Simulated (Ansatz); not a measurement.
Results of r²SCAN+rVV10 (plane waves, PAW; Ansatz, a program for electronic structure) for ZnS (P3m1, No. 156, 36 atoms in the cell; start mp-557175; a measured phase of this formula has another space group).

From the output:

```
Crystal: 36 atoms, lattice volume = 696.246 Å³
Basis set: ecut = 560 eV, 21113 PW (Γ), exchange–correlation on 90×90×1296 points (27 copies of the dense FFT grid, shifted against one another)
Bands: 198, of which v1, the nominal top of the filled ones, is band 162 counted from 1 (161 counted from 0)
Symmetry: 6 space group operations
Space group: P3m1 (ITA 156), of the structure as read, at distance tolerance 8.9e-5 Å
k-points: 19 of 144 (time reversal used)
Functional: x = r2scan, c = r2scan + rvv10(b = 11.95, C = 0.0093); τ floored in thin density (d = 2e-4 eV/Å³)
SCF iter   1: F=—  HF=-76171.520184 eV  |F-HF|=—  |Δ(HF+E_count)|=         —  Δρ=1.48e-2  dr2=7.97e-1  dr2_τ=1.17e-1
SCF iter   2: F=—  HF=-76171.540158 eV  |F-HF|=—  |Δ(HF+E_count)|=   2.00e-2  Δρ=2.36e-3  dr2=2.42e-2  dr2_τ=4.76e-3
  ...
SCF iter   9: F=—  HF=-76171.511233 eV  |F-HF|=—  |Δ(HF+E_count)|=   7.47e-8  Δρ=1.24e-6  dr2=1.61e-8  dr2_τ=5.65e-10
SCF iter  10: F=-76171.511233 eV  HF=-76171.511233 eV  |F-HF|=2.33e-9  |Δ(HF+E_count)|=   9.02e-9  Δρ=5.93e-7  dr2=1.80e-9  dr2_τ=4.95e-11
SCF 1 converged in 10 iterations: F = -76171.511233 eV  dr2 = 1.80e-9
SCF converged after 10 iterations
Free energy (F): -76171.511233 eV
  ...
--- Stress (GPa, compression-positive) ---
        0.014881       0.000000      -0.000000
        0.000000       0.014881       0.000000
       -0.000000      -0.000000       0.007647
  P = ⅓ Tr σ = 0.0125 GPa (0.125 kbar)
```

Q: Write an input file that could have produced this run (the log leaves some choices open).

A: This is not unique; one that fits is 
Ansatz 0.2 input:
```yaml
crystal:
  lattice:
    - [3.7943897296, 0.0, 0.0]
    - [-1.8971948648, 3.2860378977, 0.0]
    - [0.0, 0.0, 55.8403311993]
  atoms:
    - { symbol: Zn, position: [0.0, 0.0, 0.1666784303] }
    - { symbol: Zn, position: [0.3333333333, 0.6666666667, 0.7221896549] }
    - { symbol: Zn, position: [0.6666666667, 0.3333333333, 0.2777170079] }
    - { symbol: Zn, position: [0.0, 0.0, 0.4444590924] }
    - { symbol: Zn, position: [0.3333333333, 0.6666666667, 0.5555616529] }
    - { symbol: Zn, position: [0.0, 0.0, 0.6666789702] }
    - { symbol: Zn, position: [0.3333333333, 0.6666666667, 0.0556405965] }
    - { symbol: Zn, position: [0.6666666667, 0.3333333333, 0.6111797837] }
    - { symbol: Zn, position: [0.6666666667, 0.3333333333, 0.1111593585] }
    - { symbol: Zn, position: [0.3333333333, 0.6666666667, 0.2221979561] }
    - { symbol: Zn, position: [0.6666666667, 0.3333333333, 0.7777941418] }
    - { symbol: Zn, position: [0.6666666667, 0.3333333333, 0.9445168008] }
    - { symbol: Zn, position: [0.3333333333, 0.6666666667, 0.3888384675] }
    - { symbol: Zn, position: [0.0, 0.0, 0.3332311136] }
    - { symbol: Zn, position: [0.3333333333, 0.6666666667, 0.8334133075] }
    - { symbol: Zn, position: [0.0, 0.0, 0.0001373181] }
    - { symbol: Zn, position: [0.6666666667, 0.3333333333, 0.4999562268] }
    - { symbol: Zn, position: [0.0, 0.0, 0.8889103692] }
    - { symbol: S, position: [0.6666666667, 0.3333333333, 0.9862183974] }
    - { symbol: S, position: [0.3333333333, 0.6666666667, 0.430540091] }
    - { symbol: S, position: [0.0, 0.0, 0.0417506873] }
    - { symbol: S, position: [0.6666666667, 0.3333333333, 0.6527915665] }
    - { symbol: S, position: [0.6666666667, 0.3333333333, 0.1527870184] }
    - { symbol: S, position: [0.3333333333, 0.6666666667, 0.0972678526] }
    - { symbol: S, position: [0.3333333333, 0.6666666667, 0.7638122228] }
    - { symbol: S, position: [0.0, 0.0, 0.7083040878] }
    - { symbol: S, position: [0.6666666667, 0.3333333333, 0.8194938323] }
    - { symbol: S, position: [0.0, 0.0, 0.3748542716] }
    - { symbol: S, position: [0.6666666667, 0.3333333333, 0.3193433414] }
    - { symbol: S, position: [0.0, 0.0, 0.9305346094] }
    - { symbol: S, position: [0.0, 0.0, 0.4860734417] }
    - { symbol: S, position: [0.3333333333, 0.6666666667, 0.2638248459] }
    - { symbol: S, position: [0.6666666667, 0.3333333333, 0.5415794261] }
    - { symbol: S, position: [0.0, 0.0, 0.2083056787] }
    - { symbol: S, position: [0.3333333333, 0.6666666667, 0.87502688] }
    - { symbol: S, position: [0.3333333333, 0.6666666667, 0.5972615003] }
basis:
  ecutwfc: 560
  ecutrho_ratio: 4
  xc_grid: 3
kpoints:
  mp_grid: { grid: [12, 12, 1] }
  band_path:
    path:
      - [0.0, 0.0, 0.0]
      - [0.055556, 0.0, 0.0]
      - [0.111111, 0.0, 0.0]
      - [0.166667, 0.0, 0.0]
      - [0.222222, 0.0, 0.0]
      - [0.277778, 0.0, 0.0]
      - [0.333333, 0.0, 0.0]
      - [0.388889, 0.0, 0.0]
      - [0.444444, 0.0, 0.0]
      - [0.5, 0.0, 0.0]
      - [0.466667, 0.066667, 0.0]
      - [0.433333, 0.133333, 0.0]
      - [0.4, 0.2, 0.0]
      - [0.366667, 0.266667, 0.0]
      - [0.333333, 0.333333, 0.0]
      - [0.30303, 0.30303, 0.0]
      - [0.272727, 0.272727, 0.0]
      - [0.242424, 0.242424, 0.0]
      - [0.212121, 0.212121, 0.0]
      - [0.181818, 0.181818, 0.0]
      - [0.151515, 0.151515, 0.0]
      - [0.121212, 0.121212, 0.0]
      - [0.090909, 0.090909, 0.0]
      - [0.060606, 0.060606, 0.0]
      - [0.030303, 0.030303, 0.0]
      - [0.0, 0.0, 0.5]
      - [0.055556, 0.0, 0.5]
      - [0.111111, 0.0, 0.5]
      - [0.166667, 0.0, 0.5]
      - [0.222222, 0.0, 0.5]
      - [0.277778, 0.0, 0.5]
      - [0.333333, 0.0, 0.5]
      - [0.388889, 0.0, 0.5]
      - [0.444444, 0.0, 0.5]
      - [0.5, 0.0, 0.5]
      - [0.466667, 0.066667, 0.5]
      - [0.433333, 0.133333, 0.5]
      - [0.4, 0.2, 0.5]
      - [0.366667, 0.266667, 0.5]
      - [0.333333, 0.333333, 0.5]
      - [0.30303, 0.30303, 0.5]
      - [0.272727, 0.272727, 0.5]
      - [0.242424, 0.242424, 0.5]
      - [0.212121, 0.212121, 0.5]
      - [0.181818, 0.181818, 0.5]
      - [0.151515, 0.151515, 0.5]
      - [0.121212, 0.121212, 0.5]
      - [0.090909, 0.090909, 0.5]
      - [0.060606, 0.060606, 0.5]
      - [0.030303, 0.030303, 0.5]
    npoints: 1
hamiltonian:
  xc: r2scan
  dispersion: rvv10
  pseudopotentials: { kind: paw }
scf:
  occupations: { method: fermi_dirac, width: 0.01 }
  convergence: { dr2_threshold: 0.0000000036 }
output:
  forces: true
  stress: true
  eigenvalues: true
  write_bands: true
```

The PAW data were made under PBE.

The result took about 13 core-minutes (a rough figure).

A start named mp-… is a Materials Project structure, which need not be a measured phase.
